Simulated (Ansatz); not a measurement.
TePt (model structure, within 0.1 Å of Pm-3m, No. 221, 4 atoms in the cell), treated with PBEsol (PAW; Ansatz, a program for electronic structure).

Run with plane-wave cutoff 520 eV, 12×18×12 k mesh (along the axes of the cell as run), Fermi–Dirac smearing 0.05 eV, scalar-relativistic PAW data made under PBE.

Cell (relaxed at this level):

Space group P4/mmm (No. 123); a = 3.388 Å, b = 3.388 Å, c = 3.401 Å, α = 90.00°, β = 90.00°, γ = 90.00°

```json
[
 {"atom": "Pt", "site": "1a", "symmetry": "4/mmm", "x": "0.0000", "y": "0.0000", "z": "0.0000"},
 {"atom": "Te", "site": "1d", "symmetry": "4/mmm", "x": "0.5000", "y": "0.5000", "z": "0.5000"}
]
```
(The calculation used a cell of 4 atoms; values per cell refer to that cell.)

Question: What does this level give for the bulk modulus?

Answer: 
* **bulk modulus**: 148 GPa

The run finds no gap.

Note: the bulk modulus is −V dP/dV from two relaxed cells at ±2 % in volume.

Spin–orbit coupling is not included; it can open a gap where bands touch, and shift volumes and moduli.

The computed numbers hold no vibrational or temperature effects.

A model structure was made by putting elements into a prototype or built by hand; it is no filed structure, need not be a known phase, and can be a saddle point held by its symmetry.
